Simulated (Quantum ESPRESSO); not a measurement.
A working Quantum ESPRESSO input for CdSe (F-43m, 2 atoms in the cell) (DFT, LDA (PZ), plane waves, GBRV 1.5 ultrasoft (LDA) pseudopotentials):

```fortran
&control
   calculation = 'scf',
   prefix = 'CdSe',
   outdir = './work',
   pseudo_dir = './',
   tprnfor = .true.,
   tstress = .true.,
/
&system
   ibrav = 2,
   A = 6.260894000,
   nat = 2,
   ntyp = 2,
   ecutwfc = 40,
   ecutrho = 200,
   occupations = 'fixed',
   nbnd = 17,
/
&electrons
   conv_thr = 1.0d-10,
/
ATOMIC_SPECIES
Cd   112.4140  cd_lda_v1.uspp.F.UPF
Se    78.9710  se_lda_v1.uspp.F.UPF
ATOMIC_POSITIONS crystal
Cd    0.000000000    0.000000000    0.000000000
Se    0.750000000    0.750000000    0.750000000
K_POINTS automatic
7 7 7  0 0 0
```

The run converged in 10 iterations: free energy E − TS -2146.6678 eV; top of the valence band (on the code's own zero) 3.99 eV; gap on the k-point mesh 0.13 eV; pressure -5.40 GPa. Each of these slips is then made, one at a time:

(1)
```diff
-   ntyp = 2,
+   ntyp = 1,
```

(2)
```diff
-   calculation = 'scf',
+   calculation = 'sfc',
```

(3)
```diff
-K_POINTS automatic
-7 7 7  0 0 0
```

**Question.** Predict the outcome of each change.

**Answer.** 
(1) A species count that does not match the list of species. The program stopped before any SCF iteration.
```
Error in routine read_cards (2):
species Se in ATOMIC_POSITIONS is nonexistent
```

(2) A value that the program does not know. The program stopped before any SCF iteration.
```
Error in routine  control_checkin (1):
calculation "sfc" not allowed
```

(3) No k-points given. The run ended unconverged after 100 iterations.

The starting cell comes from a database of computed structures (which also holds hypothetical and non-ambient phases and stackings), without a prior relaxation at this level. Its lattice was rescaled by a random factor within 2.5 % of one. In the base run, with a pressure of about -5 GPa the cell is away from its equilibrium volume at this level.

Left out of this page: 4 runs of the series outside the window shown, repeating another row's setting, or not comparable.
